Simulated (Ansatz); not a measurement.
The structure below was relaxed with PBEsol/PAW in Ansatz (a quantum-chemistry and plane-wave program), no spin-orbit coupling, at pressure 5 GPa.

```
CELL_PARAMETERS angstrom
      4.88459     0.00000     0.00000
      0.00000     4.88459     0.00000
      0.00000     0.00000     4.88459
ATOMIC_POSITIONS crystal
  Mg 0.00000 0.50000 0.50000
  Mg 0.50000 0.50000 0.00000
  Mg 0.50000 0.00000 0.50000
  Mg 0.00000 0.00000 0.00000
  F  0.34161 0.15839 0.84161
  F  0.65839 0.84161 0.15839
  F  0.15839 0.84161 0.34161
  F  0.84161 0.15839 0.65839
  F  0.84161 0.34161 0.15839
  F  0.15839 0.65839 0.84161
  F  0.65839 0.65839 0.65839
  F  0.34161 0.34161 0.34161
```

Find the space group and the Wyckoff positions.

Space group Pa-3 (No. 205); a = b = c = 4.8846 Å, α = β = γ = 90.00°

| atom | site | symmetry | x | y | z |
|---|---|---|---|---|---|
| Mg | 4a | .-3. | 0.0000 | 0.0000 | 0.0000 |
| F | 8c | .3. | 0.3416 | 0.3416 | 0.3416 |

Describe the coordination.

The crystal has 12 atoms in its conventional cell. Lattice parameters: a = 4.885 Å, b = 4.885 Å, c = 4.885 Å, α = 90.00°, β = 90.00°, γ = 90.00°. Mg is coordinated by 6 F at 1.995 Å (octahedral). F is coordinated by 3 Mg at 1.995 Å (trigonal planar). (Neighbours: up to the widest gap in distance over summed covalent radii, below 1.35, at either atom; cation-cation and far metal-metal contacts left out.)

Load acts through the strain it causes; cell and atoms are relaxed under it. Stability against distortions was not tested. No other phases were tried under pressure. The cell was made from MgF2 (space group Pa-3, No. 205; a cell from a computed database, its experimental status unchecked) by this change: pressure 5 GPa.
